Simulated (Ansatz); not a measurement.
# CdS under a change: pressure 22.5 GPa

Take CdS in the zinc blende structure (space group F-43m, No. 216; a = 5.878 Å) as the base.

Perturbation: a hydrostatic pressure of 22.5 GPa.

All numbers come from Ansatz (an electronic-structure program), r2SCAN, PAW, cutoff 500 eV, no spin-orbit coupling. k-mesh 10×10×10 (Γ-centred); smearing 0.05 eV (Fermi–Dirac).

```json
[
 {"quantity": "volume per atom", "base": "25.38 Å³", "changed": "20.27 Å³", "shift": "-5.11 Å³"},
 {"quantity": "density", "base": "4.73 g/cm³", "changed": "5.92 g/cm³", "shift": "+1.19 g/cm³"},
 {"quantity": "lattice parameter a", "base": "11.107 bohr", "changed": "10.305 bohr", "shift": "-0.802 bohr"},
 {"quantity": "shortest interatomic distance", "base": "4.810 bohr", "changed": "4.462 bohr", "shift": "-0.3474 bohr"},
 {"quantity": "enthalpy H = E + PV relative to the base's energy", "base": "–", "changed": "+3.14 eV/atom", "shift": "–"},
 {"quantity": "band gap", "base": "1.54 eV", "changed": "2.00 eV", "shift": "+0.46 eV"},
 {"quantity": "gap character", "base": "direct at Γ", "changed": "direct at Γ", "shift": "–"},
 {"quantity": "width of the top valence band", "base": "2.16 eV", "changed": "3.06 eV", "shift": "+0.90 eV"},
 {"quantity": "electron mass", "base": "0.15 mₑ (at Γ)", "changed": "0.18 mₑ (at Γ)", "shift": "–"},
 {"quantity": "hole mass (degenerate bands, along [100])", "base": "0.16, 0.78, 0.78 mₑ (at Γ)", "changed": "0.19, 0.58, 0.58 mₑ (at Γ)", "shift": "–"},
 {"quantity": "valley order (the lowest conduction-band minima on the path, energy above the VBM, named in the base's zone)", "base": "Γ 1.54 eV; X along ⟨100⟩ 3.89 eV", "changed": "Γ 2.00 eV; X along ⟨100⟩ 3.46 eV", "shift": "–"}
]
```

Load acts through the strain it causes; cell and atoms are relaxed under it. Effective masses come from finite differences of ±0.01 Å⁻¹. Stability against distortions was not tested. Tetrahedral semiconductors of this kind turn to denser phases somewhere between about 1 and 50 GPa; those were not computed, so compressed cells here can lie past the real transition.
